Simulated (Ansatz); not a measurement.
System: Ni3Al (Fm-3m, No. 225, 4 atoms in the cell; start mp-672232; a measured phase of this formula has another space group). Method: PBEsol (Ansatz, a quantum-chemistry and plane-wave program, plane waves, PAW).

Settings: plane-wave cutoff 520 eV, 18×18×18 k mesh, Fermi–Dirac smearing 0.05 eV, no spin polarisation, scalar-relativistic PAW data made under PBE.

Cell (relaxed at this level):

```cif
data_Al4Ni12
_chemical_formula_sum 'Al4 Ni12'
_space_group_name_H-M_alt 'Fm-3m'
_space_group_IT_number 225
_space_group_name_Hall '-F 4 2 3'
_cell_length_a 5.59693
_cell_length_b 5.59693
_cell_length_c 5.59693
_cell_angle_alpha 90.000
_cell_angle_beta 90.000
_cell_angle_gamma 90.000
loop_
_atom_site_label
_atom_site_type_symbol
_atom_site_symmetry_multiplicity
_atom_site_Wyckoff_symbol
_atom_site_fract_x
_atom_site_fract_y
_atom_site_fract_z
_atom_site_occupancy
Al1 Al 4 b 0.50000 0.50000 0.50000 1
Ni1 Ni 8 c 0.25000 0.25000 0.25000 1
Ni2 Ni 4 a 0.00000 0.00000 0.00000 1
```
(The calculation used a cell of 4 atoms; values per cell refer to that cell.)

Problem. Predict the bulk modulus B0.

Solution. 
- bulk modulus B0 = 201 GPa

Note: the run has no spin polarisation, so it can have missed a magnetic state; the bulk modulus is −V dP/dV from two relaxed cells at ±2 % in volume; the relaxation could not lower the start's symmetry, so the cell can be a saddle point above a distorted one.

Static lattice: no zero-point or thermal effects.

It cost roughly 50 core-seconds of CPU time.

A start named mp-… is a Materials Project structure, which need not be a measured phase.
